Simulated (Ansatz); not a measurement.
CuI (P6₃mc, No. 186, 4 atoms in the cell; start mp-569346; a measured phase of this formula has another space group) was calculated with r²SCAN (Ansatz, a program for electronic structure, plane waves, PAW).

The input as run:

Ansatz 0.2 input:
```yaml
crystal:
  lattice:
    - [4.2144302608, 0.0, 0.0]
    - [-2.1072151304, 3.6498036683, 0.0]
    - [0.0, 0.0, 6.9533258424]
  atoms:
    - { symbol: Cu, position: [0.6666666667, 0.3333333333, 0.8733524248] }
    - { symbol: Cu, position: [0.3333333333, 0.6666666667, 0.3733524248] }
    - { symbol: I, position: [0.6666666667, 0.3333333333, 0.5016475752] }
    - { symbol: I, position: [0.3333333333, 0.6666666667, 0.0016475752] }
basis:
  ecutwfc: 560
  ecutrho_ratio: 4
  xc_grid: 3
kpoints:
  mp_grid: { grid: [12, 12, 6] }
hamiltonian:
  xc: r2scan
  dispersion: none
  pseudopotentials: { azcp: { folder: ./paw }, kind: paw }
scf:
  occupations: { method: fermi_dirac, width: 0.01 }
output:
  forces: true
  stress: true
  eigenvalues: true
relax:
  f_tol: 0.004
  escape_saddle: false
  max_steps: 80
  cell: { stress_tol: 0.02, fix: [volume] }
```

Excerpt of the program's output:

```
Relaxation: its limit of steps is 80 (relax.max_steps)
Crystal: 4 atoms, lattice volume = 106.955 Å³
Basis set: ecut = 560 eV, 3237 PW (Γ), exchange–correlation on 108×108×162 points (27 copies of the dense FFT grid, shifted against one another)
Bands: 44, of which v1, the nominal top of the filled ones, is band 36 counted from 1 (35 counted from 0)
Symmetry: 12 space group operations
Space group: P63mc (ITA 186), of the structure as read, at distance tolerance 4.7e-5 Å
k-points: 76 of 864 (time reversal used)
Initial density: superposition of atomic densities (chi_scale 0.1, normalization cell, long waves kept (reshape's long-wave potential 0.00 eV rms))
Functional: x = r2scan, c = r2scan; τ floored in thin density (d = 2e-4 eV/Å³)
SCF iter   1: F=—  HF=-28321.743362 eV  |F-HF|=—  |Δ(HF+E_count)|=         —  Δρ=1.02e-1  dr2=9.12e0  dr2_τ=5.87e-3
SCF iter   2: F=—  HF=-28319.944780 eV  |F-HF|=—  |Δ(HF+E_count)|=    1.80e0  Δρ=4.95e-2  dr2=1.24e0  dr2_τ=6.04e-2
  ...
SCF 1 converged in 10 iterations: F = -28319.499039 eV  dr2 = 3.13e-8
Crystal: 4 atoms, lattice volume = 106.955 Å³
Initial density: handed on by an earlier stage of this run
SCF iter   7: F=—  HF=-28319.499039 eV  |F-HF|=—  |Δ(HF+E_count)|=  4.00e-11  Δρ=1.82e-7  dr2=2.76e-11  dr2_τ=1.44e-12
SCF iter   8: F=-28319.499039 eV  HF=-28319.499039 eV  |F-HF|=0.00e0  |Δ(HF+E_count)|=  3.64e-12  Δρ=2.92e-8  dr2=1.26e-12  dr2_τ=1.63e-14
SCF 2 converged in 8 iterations: F = -28319.499039 eV  dr2 = 1.26e-12
SCF converged after 8 iterations
Free energy (F): -28319.499039 eV
Internal energy: -28319.499039 eV  (E = F + TS)
E sigma→0 (E₀):  -28319.499039 eV
Fermi energy:    9.453216 eV
--- Stress (GPa, compression-positive) ---
        0.925717       0.000000       0.000000
        0.000000       0.925717      -0.000000
       -0.000000       0.000000       0.954800
  P = ⅓ Tr σ = 0.9354 GPa (9.354 kbar)
```

The cell is one volume of an energy–volume scan, off the minimum.

The PAW data were made under PBE.

Note: the relaxation could not lower the start's symmetry, so the cell can be a saddle point above a distorted one.

A start named mp-… is a Materials Project structure, which need not be a measured phase.
